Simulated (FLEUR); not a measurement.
Troubleshooting FLEUR: a failed run on EuH3Pd (Pm-3m, 5 atoms in the cell). The aim is a self-consistent single point with DFT, LDA (Perdew-Zunger), all-electron FLAPW (FLEUR), scalar-relativistic valence.

This input was run:

```xml
# input of inpgen
EuH3Pd
&input film=f /
3.8685000000 0.0000000000 0.0000000000
0.0000000000 3.8685000000 0.0000000000
0.0000000000 0.0000000000 3.8685000000
1.8897261246
1.0 1.0 1.0

5
63 0.5000000000 0.5000000000 0.5000000000 : 7.00
1 0.0000000000 0.0000000000 0.5000000000 : 0.00
1 0.5000000000 0.0000000000 0.0000000000 : 0.00
1 0.0000000000 0.5000000000 0.0000000000 : 0.00
46 0.0000000000 0.0000000000 0.0000000000 : 0.00

&comp jspins=2 /
&exco xctyp='pz' /
&kpt div1=4 div2=4 div3=4 gamma=t /
&end /
# inp.xml
<?xml version="1.0" encoding="UTF-8" standalone="no"?>
<fleurInput fleurInputVersion="0.39">
   <comment>
      EuH3Pd                                                                                              
   </comment>
   <calculationSetup>
      <cutoffs Kmax="4.7" Gmax="16.4" GmaxXC="16.4" numbands="0"/>
      <scfLoop itmax="80" minDistance="0.00001" maxIterBroyd="40" imix="Anderson" alpha="0.05" precondParam="0.0" spinf="2.0"/>
      <coreElectrons ctail="T" frcor="F" kcrel="0" coretail_lmax="0"/>
      <xcFunctional name="pz" relativisticCorrections="F"/>
      <magnetism jspins="2"/>
      <soc l_soc="F" theta="0.0" phi="0.0" spav="F"/>
      <expertModes spex="0" secvar="F"/>
      <geometryOptimization l_f="T" forcealpha="1.0" forcemix="BFGS" epsdisp="0.00001" epsforce="0.00001"/>
      <ldaU l_linMix="F" mixParam="0.05" spinf="1.0"/>
   </calculationSetup>
   <cell>
      <bzIntegration valenceElectrons="36.0" mode="hist" fermiSmearingEnergy="0.00367493">
         <kPointListSelection listName="default-1"/>
         <!-- k-points included here -->
         <xi:include xmlns:xi="http://www.w3.org/2001/XInclude" href="kpts.xml"> </xi:include>
      </bzIntegration>
      <!-- symmetry operations included here -->
      <xi:include xmlns:xi="http://www.w3.org/2001/XInclude" href="sym.xml"> </xi:include>
      <bulkLattice scale="1.0">
         <bravaisMatrix>
            <row-1>    7.3104055130151000     0.0000000000000000     0.0000000000000000</row-1>
            <row-2>    0.0000000000000000     7.3104055130151000     0.0000000000000000</row-2>
            <row-3>    0.0000000000000000     0.0000000000000000     7.3104055130151000</row-3>
         </bravaisMatrix>
      </bulkLattice>
   </cell>
   <atomSpecies>
      <species name="Europium (7.000" element="Eu" atomicNumber="63">
         <mtSphere radius="2.68" gridPoints="925" logIncrement="0.014"/>
         <atomicCutoffs lmax="10" lnonsphr="14"/>
         <electronConfig flipSpins="F">
            <coreConfig>(1s1/2) (2s1/2) (2p1/2) (2p3/2) (3s1/2) (3p1/2) (3p3/2) (4s1/2) (3d3/2) (3d5/2) (4p1/2) (4p3/2) (4d3/2) (4d5/2)</coreConfig>
            <valenceConfig>(5s1/2) (5p1/2) (5p3/2) (6s1/2) (4f5/2) (4f7/2)</valenceConfig>
            <stateOccupation state="(4f5/2)" spinUp="3.0" spinDown="0.0"/>
            <stateOccupation state="(4f7/2)" spinUp="4.0" spinDown="0.0"/>
         </electronConfig>
         <energyParameters s="6" p="6" d="5" f="4"/>
         <lo type="SCLO" l="0" n="5" eDeriv="0"/>
         <lo type="SCLO" l="1" n="5" eDeriv="0"/>
      </species>
      <species name="Hydrogen (H)" element="H" atomicNumber="1">
         <mtSphere radius="1.03" gridPoints="357" logIncrement="0.023"/>
         <atomicCutoffs lmax="6" lnonsphr="14"/>
         <electronConfig flipSpins="F">
            <coreConfig></coreConfig>
            <valenceConfig>(1s1/2)</valenceConfig>
            <stateOccupation state="(1s1/2)" spinUp="0.5" spinDown="0.5"/>
         </electronConfig>
         <energyParameters s="1" p="2" d="3" f="4"/>
      </species>
      <species name="Palladium (Pd)" element="Pd" atomicNumber="46">
         <mtSphere radius="2.38" gridPoints="819" logIncrement="0.016"/>
         <atomicCutoffs lmax="10" lnonsphr="14"/>
         <electronConfig flipSpins="F">
            <coreConfig>(1s1/2) (2s1/2) (2p1/2) (2p3/2) (3s1/2) (3p1/2) (3p3/2) (4s1/2) (3d3/2) (3d5/2)</coreConfig>
            <valenceConfig>(4p1/2) (4p3/2) (5s1/2) (4d3/2) (4d5/2)</valenceConfig>
            <stateOccupation state="(5s1/2)" spinUp="0.5" spinDown="0.5"/>
            <stateOccupation state="(4d3/2)" spinUp="1.8" spinDown="1.8"/>
            <stateOccupation state="(4d5/2)" spinUp="2.7" spinDown="2.7"/>
         </electronConfig>
         <energyParameters s="5" p="5" d="4" f="4"/>
         <lo type="SCLO" l="1" n="4" eDeriv="0"/>
      </species>
   </atomSpecies>
   <atomGroups>
      <atomGroup species="Europium (7.000">
         <relPos label="                   1">1.000/2.000 1.000/2.000 1.000/2.000</relPos>
         <force calculate="T" relaxXYZ="TTT"/>
      </atomGroup>
      <atomGroup species="Hydrogen (H)">
         <relPos label="                   2">.0000000000 .0000000000 1.000/2.000</relPos>
         <relPos label="                   3">1.000/2.000 .0000000000 .0000000000</relPos>
         <relPos label="                   4">.0000000000 1.000/2.000 .0000000000</relPos>
         <force calculate="T" relaxXYZ="TTT"/>
      </atomGroup>
      <atomGroup species="Palladium (Pd)">
         <relPos label="                   5">.0000000000 .0000000000 .0000000000</relPos>
         <force calculate="T" relaxXYZ="TTT"/>
      </atomGroup>
   </atomGroups>
   <output dos="F" band="F" slice="F">
      <checks vchk="F" cdinf="F"/>
      <bandDOS minEnergy="-.5*Htr" maxEnergy="0.5*Htr" sigma="0.015" storeEVData="T"/>
      <vacuumDOS vacdos="F" integ="F" star="F" nstars="0" locx1="0.0" locy1="0.0" locx2="0.0" locy2="0.0" nstm="0" tworkf="0.0"/>
      <unfoldingBand unfoldBand="F" supercellX="1" supercellY="1" supercellZ="1"/>
      <plotting iplot="0" polar="F">
         <plot TwoD="T" vec1="  1.0  0.0  0.0" vec2="  0.0  1.0  0.0" vec3="  0.0  0.0  1.0" zero="  0.0  0.0  0.0" file="plot"/>
      </plotting>
      <chargeDensitySlicing numkpt="0" minEigenval="0.0" maxEigenval="0.0" nnne="0" pallst="F"/>
      <specialOutput eonly="F"/>
      <magneticCircularDichroism mcd="F" energyLo="-10.0" energyUp="0.0"/>
   </output>
  <!-- We include the file relax.xml here to enable relaxations (see documentation) -->
  <xi:include xmlns:xi="http://www.w3.org/2001/XInclude" href="relax.xml"> <xi:fallback/> </xi:include>
</fleurInput>
```

Log, with long lists cut:

```
      Welcome to FLEUR        (www.flapw.de)
      MaX-Release 8.1          (www.max-centre.eu)
************FLEUR-Warning*****************
Error message: lnonsph cannot be larger than lmax
Error from PE:0/1
Warnings not ignored. To make the warning nonfatal create a file 'JUDFT_WARN_ONLY' in the working directory or start FLEUR with the -warn_only command line option.
```

Problem. From the messages shown, name the fault and mend the input.

Solution. The fault is a non-spherical cutoff above the angular cutoff of the basis. The cutoff of the non-spherical Hamiltonian terms refers to basis functions in the spheres, so it cannot exceed their own angular cutoff. To fix it, keep it at or under the basis's cutoff. The program stopped before any SCF iteration.

An input that runs soundly differs in these lines (not the only fix; some lines may just follow from the change or write a value another way):
```diff
-         <atomicCutoffs lmax="10" lnonsphr="14"/>
+         <atomicCutoffs lmax="10" lnonsphr="8"/>
-         <atomicCutoffs lmax="6" lnonsphr="14"/>
+         <atomicCutoffs lmax="6" lnonsphr="4"/>
-         <atomicCutoffs lmax="10" lnonsphr="14"/>
+         <atomicCutoffs lmax="10" lnonsphr="8"/>
```

With that input, the run converged in 25 iterations: free energy E − TS -432368.8645 eV; Fermi level (on the code's own zero) 8.79 eV; size of the cell's spin moment 6.86 μB; site moments (μB, in the program's spheres or projections) Eu 6.70, H -0.01, H -0.01, H -0.01, Pd 0.01 (DFT, LDA (Perdew-Zunger), all-electron FLAPW (FLEUR), scalar-relativistic valence).

On the sound input: the starting cell comes from a database of computed structures (which also holds hypothetical and non-ambient phases and stackings), without a prior relaxation at this level. Its lattice was rescaled by a random factor within 2.5 % of one. Spin-orbit coupling is off. With one magnetic atom in the cell only a parallel order is possible. With U or open f shells several self-consistent states can exist. The f electrons are in the valence without U or exact exchange, which can misplace them near the Fermi level. Spin-orbit terms, which matter for f shells, are left out. Values depend on the basis (sphere radii, cutoffs, local orbitals), which need not be converged.
